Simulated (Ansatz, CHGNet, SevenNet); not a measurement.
# Fluorite AuAl2: properties by level of theory

```tsv
level (code)	equilibrium lattice constant a (Å)	formation enthalpy (eV/atom)
CHGNet 0.3.0	6.056	(withheld)
SevenNet-0	6.064	-0.449
LDA (Ansatz)	5.956	-0.498
PBEsol-D3(BJ) (Ansatz)	(withheld)	-0.400
B3LYP (VWN-RPA form) (Ansatz)	(withheld)	(withheld)
r²SCAN0 (Ansatz)	5.984	(withheld)
```

**Question.** Some entries are withheld; supply them.

**Answer.** 
- CHGNet 0.3.0, formation enthalpy (eV/atom): -0.470
- PBEsol-D3(BJ) (Ansatz, a quantum-chemistry and plane-wave program), equilibrium lattice constant a (Å): 5.945
- B3LYP (VWN-RPA form) (Ansatz), equilibrium lattice constant a (Å): 6.075
- B3LYP (VWN-RPA form) (Ansatz), formation enthalpy (eV/atom): -0.592
- r²SCAN0 (Ansatz), formation enthalpy (eV/atom): -0.525

Caveats: an element that serves as reference has a cell well above its measured volume (B3LYP (VWN-RPA form)). Ansatz's density-functional and Hartree–Fock values are scalar-relativistic unless marked +SOC, with PAW data made under PBE.

Computed values are for the static lattice.
